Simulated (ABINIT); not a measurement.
A self-consistent single point of Ca3Y (I4/mmm, 4 atoms in the cell) with ABINIT

Method of the run: PBEsol, PAW (JTH v2.0 PBE PAW, files made for PBE) (plane waves; ABINIT).

Input:

```
# Ca3Y, JTH v2.0 PBE PAW
pp_dirpath "./"
pseudos "Ca.GGA_PBE-JTH.xml, Y.GGA_PBE-JTH.xml"
acell 12.7107764625 12.7107764625 12.7107764625
rprim
        -0.4045620800    0.4045620800    0.8201579402
         0.4045620800   -0.4045620800    0.8201579402
         0.4045620800    0.4045620800   -0.8201579402
natom 4
ntypat 2
znucl 20 39
typat 1 1 1 2
xcart
         0.0000000000    5.1422981639    5.2124221209
         5.1422981639    0.0000000000    5.2124221209
         0.0000000000    0.0000000000   10.4248442418
         0.0000000000    0.0000000000    0.0000000000
ecut 40 Ry
pawecutdg 80 Ry
ixc -116133
occopt 6
tsmear 0.05 eV
nband 28
kptopt 1
ngkpt 5 5 5
nshiftk 1
shiftk 0 0 0
nstep 60
tolvrs 1.0e-12
prtwf 0
prtden 0
prtvol 1
```

Output, abridged:

```
 Symmetries : space group I4/m m m (#139); Bravais tI (body-center tetrag.)

 -outvars: echo values of preprocessed input variables --------
            acell      1.2710776463E+01  1.2710776463E+01  1.2710776463E+01 Bohr
             ecut      2.00000000E+01 Hartree
              ixc     -116133
         kptrlatt        5    0    0      0    5    0      0    0    5
          kptrlen      5.14229816E+01
            natom           4
            nband          28
            ngfft          54      54      54
          ngfftdg          75      75      75
             nkpt          18
            nstep          60
             nsym          16
           ntypat           2
           occopt           6
        pawecutdg      4.00000000E+01 Hartree
            rprim     -4.0456208000E-01  4.0456208000E-01  8.2015794020E-01
                       4.0456208000E-01 -4.0456208000E-01  8.2015794020E-01
                       4.0456208000E-01  4.0456208000E-01 -8.2015794020E-01
          spgroup         139
           tolvrs      1.00000000E-12
           tsmear      1.83746627E-03 Hartree
            typat      1  1  1  2
           useylm           1
             xred      7.5000000000E-01  2.5000000000E-01  5.0000000000E-01
                       2.5000000000E-01  7.5000000000E-01  5.0000000000E-01
                       5.0000000000E-01  5.0000000000E-01  0.0000000000E+00
                       0.0000000000E+00  0.0000000000E+00  0.0000000000E+00
            znucl       20.00000   39.00000

== DATASET  1 ==================================================================

 Real(R)+Recip(G) space primitive vectors, cartesian coordinates (Bohr,Bohr^-1):
 R(1)= -5.1422982  5.1422982 10.4248442  G(1)=  0.0000000  0.0972328  0.0479623
 R(2)=  5.1422982 -5.1422982 10.4248442  G(2)=  0.0972328  0.0000000  0.0479623
 R(3)=  5.1422982  5.1422982-10.4248442  G(3)=  0.0972328  0.0972328  0.0000000
 Unit cell volume ucvol=  1.1026662E+03 bohr^3
 Angles (23,13,12)=  1.32272625E+02  1.32272625E+02  6.97987854E+01 degrees

 Coarse grid specifications (used for wave-functions):

 getcut: wavevector=  0.0000  0.0000  0.0000  ngfft=  54  54  54
         ecut(hartree)=     20.000   => boxcut(ratio)=   2.11046

 Fine grid specifications (used for densities):

 getcut: wavevector=  0.0000  0.0000  0.0000  ngfft=  75  75  75
         ecut(hartree)=     40.000   => boxcut(ratio)=   2.04491

   2.61405430E+03                                ecore*ucvol(ha*bohr**3)

_setup2: Arith. and geom. avg. npw (full set) are    4710.056    4710.041

--- !BeginCycle
solver: {iscf: 17, nstep: 60, nline: 4, wfoptalg: 10, }
tolerances: {tolvrs: 1.00E-12, }
...

     iter   Etot(hartree)      deltaE(h)  residm     nres2
 ETOT  1  -149.54227828700    -1.495E+02 7.044E-02 1.768E+00
 ETOT  2  -149.65045914355    -1.082E-01 1.563E-02 2.725E-01
 ETOT  3  -149.65050596026    -4.682E-05 4.131E-03 7.011E-02
 ETOT  4  -149.65048256276     2.340E-05 3.341E-03 2.638E-03
 ETOT  5  -149.65048187759     6.852E-07 2.013E-03 5.843E-04
 ETOT  6  -149.65048109331     7.843E-07 1.851E-03 1.794E-05
   [... 3 lines left out ...]
 ETOT 10  -149.65048111637     3.735E-11 1.016E-03 2.075E-09
 ETOT 11  -149.65048111637     7.390E-13 6.374E-04 4.619E-10
 ETOT 12  -149.65048111637     1.052E-12 3.929E-04 2.094E-11
 ETOT 13  -149.65048111637    -1.791E-12 4.022E-04 6.513E-12
 ETOT 14  -149.65048111638    -3.297E-12 3.377E-04 4.231E-13

 At SCF step   14       nres2   =  4.23E-13 < tolvrs=  1.00E-12 =>converged.

 Cartesian components of stress tensor (hartree/bohr^3)
  sigma(1 1)=  5.41650351E-05  sigma(3 2)=  0.00000000E+00
  sigma(2 2)=  5.41650351E-05  sigma(3 1)=  0.00000000E+00
  sigma(3 3)=  6.30896345E-05  sigma(2 1)=  0.00000000E+00

 ----iterations are completed or convergence reached----

 reduced coordinates (array xred) for    4 atoms
       0.750000000000      0.250000000000      0.500000000000
       0.250000000000      0.750000000000      0.500000000000
       0.500000000000      0.500000000000      0.000000000000
       0.000000000000      0.000000000000      0.000000000000
 cartesian forces (eV/Angstrom) at end:
    1      0.00000000000000    -0.00000000000000    -0.00000000000000
    2     -0.00000000000000     0.00000000000000    -0.00000000000000
    3     -0.00000000000000    -0.00000000000000    -0.00000000000000
    4      0.00000000000000     0.00000000000000     0.00000000000000
 frms,max,avg= 5.8059449E-30 9.4908133E-30   0.000E+00  0.000E+00  0.000E+00 e/A
 length scales= 12.710776462500 12.710776462500 12.710776462500 bohr
              =  6.726253207437  6.726253207437  6.726253207437 angstroms
 Fermi (or HOMO) energy (hartree) =   0.14692   Average Vxc (hartree)=  -0.29869
 Eigenvalues (hartree) for nkpt=  18  k points:
 kpt#   1, nband= 28, wtk=  0.00800, kpt=  0.0000  0.0000  0.0000 (reduced coord)
  -1.45666   -1.38133   -1.38078   -1.38061   -0.72022   -0.72006   -0.72006   -0.68722
  -0.68688   -0.68688   -0.68508   -0.68508   -0.68461   -0.68344   -0.68344   -0.68339
  -0.00489    0.11891    0.13587    0.15352    0.15639    0.15639    0.15757    0.17788
   0.17788    0.18483    0.22731    0.23045
      occupation numbers for kpt#   1
   2.00000    2.00000    2.00000    2.00000    2.00000    2.00000    2.00000    2.00000
   2.00000    2.00000    2.00000    2.00000    2.00000    2.00000    2.00000    2.00000
   2.00000    2.00000    2.00000   -0.00000   -0.00000   -0.00000   -0.00000    0.00000
   0.00000    0.00000    0.00000    0.00000
 prteigrs : prtvol=0 or 1, do not print more k-points.

--- !EnergyTerms
comment             : Components of total free energy in Hartree
kinetic             :  4.15398745649899E+01
hartree             :  3.83515018264330E+01
xc                  : -2.12678152663799E+01
Ewald energy        : -9.33344164577920E+01
psp_core            :  2.37066686123611E+00
local_psp           : -1.35953303305577E+02
spherical_terms     :  1.86430055274191E+01
internal            : -1.49650486249671E+02
'-kT*entropy'       :  5.15967508287106E-06
total_energy        : -1.49650481089996E+02
total_energy_eV     : -4.07219668577356E+03
...

-Cartesian components of stress tensor (GPa)         [Pressure= -1.6811E+00 GPa]
- sigma(1 1)=  1.59359008E+00  sigma(3 2)=  0.00000000E+00
- sigma(2 2)=  1.59359008E+00  sigma(3 1)=  0.00000000E+00
- sigma(3 3)=  1.85616082E+00  sigma(2 1)=  0.00000000E+00

 Calculation completed.
```

The run converged in 14 iterations.

The starting cell comes from a database of computed structures (which also holds hypothetical and non-ambient phases and stackings), without a prior relaxation at this level. Its lattice was rescaled by a random factor within 2.5 % of one. The potentials were made for another functional than the one used.

These are the values that this program gave, and no reference: the one-centre exchange-correlation terms come from a truncated expansion.

Cost on one core of a shared machine: roughly 4 min.
